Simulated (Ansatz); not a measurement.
## Input and output of a self-consistent single point for CsPO3 (P2_1/c, 20 atoms in the cell) (Ansatz)

Method of the run: PBEsol, default PAW files made with PBE (plane waves; Ansatz, a program for electronic structure).

The input file:

Ansatz 0.2 input:
```yaml
# CsPO3
crystal:
  lattice:
    - [6.812610, 0.000000, 0.000000]
    - [0.000000, 4.305270, 0.000000]
    - [-5.526456, 0.000000, 12.650099]
  atoms:
    - { symbol: Cs, position: [0.684530, 0.631590, 0.409580] }
    - { symbol: Cs, position: [0.315470, 0.368410, 0.590420] }
    - { symbol: Cs, position: [0.315470, 0.131590, 0.090420] }
    - { symbol: Cs, position: [0.684530, 0.868410, 0.909580] }
    - { symbol: P, position: [0.131940, 0.992340, 0.317580] }
    - { symbol: P, position: [0.868060, 0.007660, 0.682420] }
    - { symbol: P, position: [0.868060, 0.492340, 0.182420] }
    - { symbol: P, position: [0.131940, 0.507660, 0.817580] }
    - { symbol: O, position: [0.667780, 0.635640, 0.179960] }
    - { symbol: O, position: [0.332220, 0.364360, 0.820040] }
    - { symbol: O, position: [0.332220, 0.135640, 0.320040] }
    - { symbol: O, position: [0.667780, 0.864360, 0.679960] }
    - { symbol: O, position: [0.060530, 0.742700, 0.222180] }
    - { symbol: O, position: [0.939470, 0.257300, 0.777820] }
    - { symbol: O, position: [0.939470, 0.242700, 0.277820] }
    - { symbol: O, position: [0.060530, 0.757300, 0.722180] }
    - { symbol: O, position: [0.127270, 0.848660, 0.414340] }
    - { symbol: O, position: [0.872730, 0.151340, 0.585660] }
    - { symbol: O, position: [0.872730, 0.348660, 0.085660] }
    - { symbol: O, position: [0.127270, 0.651340, 0.914340] }
basis:
  ecutwfc: 420.0
kpoints:
  mp_grid: { grid: [3, 4, 2] }
hamiltonian:
  xc: pbesol
  pseudopotentials: { kind: paw }
scf:
  occupations: { method: fixed }
output:
  forces: true
  eigenvalues: true
  stress: true
```

The program printed (abridged):

```
WARN ansatz: RAYON_NUM_THREADS=1 ignored (pool sized by the plan → 1); use --threads N
Pseudopotentials: kind: paw
Pseudopotential: Cs, paw, valence charge 9
Pseudopotential: P, paw, valence charge 5
Pseudopotential: O, paw, valence charge 6
Crystal: 20 atoms, lattice volume = 371.029 Å³
Basis set: ecut = 420 eV, 7261 PW (Γ), exchange–correlation on 96×60×192 points (8 copies of the dense FFT grid, shifted against one another)
Bands: 84, of which v1, the nominal top of the filled ones, is band 64 counted from 1 (63 counted from 0)
Symmetry: 4 space group operations
Space group: P21/c (ITA 14), of the structure as read, at distance tolerance 7.2e-5 Å
k-points: 12 of 24
PAW frozen core: Cs, regenerated for the run's functional, and the local potential with it
PAW frozen core: P, regenerated for the run's functional, and the local potential with it
PAW frozen core: O, regenerated for the run's functional, and the local potential with it
Initial density: superposition of atomic densities (neutral atoms: chi_scale 0, normalization atom), corrected by the library's trained network
Initial wavefunctions: pseudopotential atomic-orbital guess
Eigensolver: davidson
Functional: x = pbesol(κ = 0.804, μ = 0.12345679012345678), c = pbesol(β = 0.046)
SCF iter   1: F=—  HF=-32049.404969 eV  |F-HF|=—  |Δ(HF+E_count)|=         —  Δρ=9.14e-3  dr2=2.32e-1  ethr=1.77e-3  ⟨swp⟩=6.5  Hψ=4144  notcnv=0  defer=205
all-band conjugate gradients solve this SCF's bands
preconditioner: auto → Resta (q_TF=auto, 2.285 Å⁻¹)
SCF iter   2: F=—  HF=-32049.343724 eV  |F-HF|=—  |Δ(HF+E_count)|=   6.12e-2  Δρ=1.91e-3  dr2=7.75e-3  ethr=1.81e-4  ⟨swp⟩=3.0  Hψ=1935  notcnv=0  defer=216
SCF iter   3: F=—  HF=-32049.343629 eV  |F-HF|=—  |Δ(HF+E_count)|=   9.44e-5  Δρ=7.34e-4  dr2=1.48e-3  ethr=6.05e-6  ⟨swp⟩=2.6  Hψ=1581  notcnv=0  defer=216
SCF iter   4: F=—  HF=-32049.344422 eV  |F-HF|=—  |Δ(HF+E_count)|=   7.93e-4  Δρ=3.85e-4  dr2=4.04e-4  ethr=1.16e-6  ⟨swp⟩=3.0  Hψ=1710  notcnv=0  defer=215
SCF iter   5: F=—  HF=-32049.344544 eV  |F-HF|=—  |Δ(HF+E_count)|=   1.21e-4  Δρ=8.23e-5  dr2=1.88e-5  ethr=3.16e-7  ⟨swp⟩=2.0  Hψ=1453  notcnv=0  defer=213
SCF iter   6: F=—  HF=-32049.344648 eV  |F-HF|=—  |Δ(HF+E_count)|=   1.04e-4  Δρ=2.39e-5  dr2=1.62e-6  ethr=1.47e-8  ⟨swp⟩=2.0  Hψ=1689  notcnv=0  defer=207
SCF iter   7: F=—  HF=-32049.344650 eV  |F-HF|=—  |Δ(HF+E_count)|=   1.38e-6  Δρ=5.90e-6  dr2=1.02e-7  ethr=7.81e-11  ⟨swp⟩=22.2  Hψ=9052  notcnv=0
SCF iter   8: F=-32049.344650 eV  HF=-32049.344650 eV  |F-HF|=6.26e-8  |Δ(HF+E_count)|=   1.06e-7  Δρ=5.21e-6  dr2=8.14e-8  ethr=7.81e-11  ⟨swp⟩=5.2  Hψ=3632  notcnv=0
SCF 1 converged in 8 iterations: F = -32049.344650 eV  dr2 = 8.14e-8
SCF converged after 8 iterations
Free energy (F): -32049.344650 eV
Harris-Foulkes:  -32049.344650 eV  (|F-HF|=6.26e-8)
Internal energy: -32049.344650 eV  (E = F + TS)
E sigma→0 (E₀):  -32049.344650 eV
Fermi energy:    3.127133 eV
--- Per-component energies (eV) ---
  E_band       = -532.961665
  E_kinetic    = 3016.105495
  E_local      = -8039.889368  (includes V_loc(G=0)·N_el)
  E_nonlocal   = 829.450783
  E_hartree    = 3051.503771
  E_xc         = -1824.761298
  E_vxc        = -1889.107794  (∫ρ·V_xc dr)
  E_paw        = -23983.875565  (= ΣΔE_a)
  E_vpaw       = -552.558476  (= ΣTr[D̂ρ^β])
  E_aug_tail   = 0.029796  (compensation charges beyond the density's cutoff)
  E_ewald      = -5099.092742
  E_core_change = 1.184479  (= ΣΔE_core)
  E_smearing   = -0.000000  (= −TS)
  E_closure    = 0.000000  (closes the sum)
  Σ components = -32049.344650   (vs F -32049.344650, Δ=0.00e0)
--- Forces (eV/Å), atoms counted from 1 ---
  atom   1  Cs     0.00979399     0.01598304    -0.01855314
  atom   2  Cs    -0.00979399    -0.01598304     0.01855314
  atom   3  Cs    -0.00979399     0.01598304     0.01855314
  atom   4  Cs     0.00979399    -0.01598304    -0.01855314
  atom   5  P     -0.11309442    -0.00364686    -0.20174367
  atom   6  P      0.11309442     0.00364686     0.20174367
  atom   7  P      0.11309442    -0.00364686     0.20174367
  atom   8  P     -0.11309442     0.00364686    -0.20174367
  atom   9  O     -0.70353683     0.25624986    -0.00109033
  atom  10  O      0.70353683    -0.25624986     0.00109033
  atom  11  O      0.70353683     0.25624986     0.00109033
  atom  12  O     -0.70353683    -0.25624986    -0.00109033
  atom  13  O      0.33177245     0.02597013    -0.19201600
  atom  14  O     -0.33177245    -0.02597013     0.19201600
  atom  15  O     -0.33177245     0.02597013     0.19201600
  atom  16  O      0.33177245    -0.02597013    -0.19201600
  atom  17  O     -0.31465720    -0.27529211     0.63181124
  atom  18  O      0.31465720     0.27529211    -0.63181124
  atom  19  O      0.31465720    -0.27529211    -0.63181124
  atom  20  O     -0.31465720     0.27529211     0.63181124
  max |Σ_I F_I| component: 5.55e-17 eV/Å
--- Stress (GPa, compression-positive) ---
        2.051449       0.000000      -0.418868
        0.000000       1.467315      -0.000000
       -0.418870      -0.000000       1.607110
  P = ⅓ Tr σ = 1.7086 GPa (17.086 kbar)
  The stress holds the Pulay correction. Without it, at fixed plane waves, as pw.x and ABINIT print it: P = 1.2906 GPa
--- Band table (eV; the first three rows and the last of 12) ---
  k-point 0: bands = ["-18.1380", "-18.1313", "-15.7322", "-15.6482", "-15.6380", "-15.5529", "-15.5273", "-15.4799", "-15.4381", "-15.3034", "-14.3172", "-14.2583", "-13.9087", "-13.9076", "-13.8506", "-13.8098", "-6.9661", "-6.9656", "-4.5097", [...]
  k-point 1: bands = ["-18.1347", "-18.1347", "-15.6849", "-15.6849", "-15.6362", "-15.6362", "-15.4608", "-15.4608", "-15.3792", "-15.3792", "-14.2872", "-14.2872", "-13.9092", "-13.9092", "-13.8287", "-13.8287", "-6.9660", "-6.9660", "-4.5075", [...]
  k-point 2: bands = ["-17.8991", "-17.8934", "-16.3879", "-16.3819", "-15.5150", "-15.5105", "-15.4487", "-15.4222", "-15.0100", "-14.9687", "-14.3893", "-14.3595", "-13.9130", "-13.9030", "-13.8613", "-13.8356", "-6.6280", "-6.6127", "-4.9950", [...]
  k-point 11: bands = ["-17.2448", "-17.2448", "-17.2436", "-17.2436", "-15.4477", "-15.4477", "-15.4233", "-15.4233", "-14.6254", "-14.6254", "-14.6189", "-14.6189", "-13.8954", "-13.8954", "-13.8799", "-13.8799", "-5.8428", "-5.8428", "-5.8241", [...]
```

The run converged in 8 iterations.

The starting cell comes from a database of computed structures (which also holds hypothetical and non-ambient phases and stackings), without a prior relaxation at this level. Ansatz's pressure includes its estimate of the finite-basis (Pulay) stress.
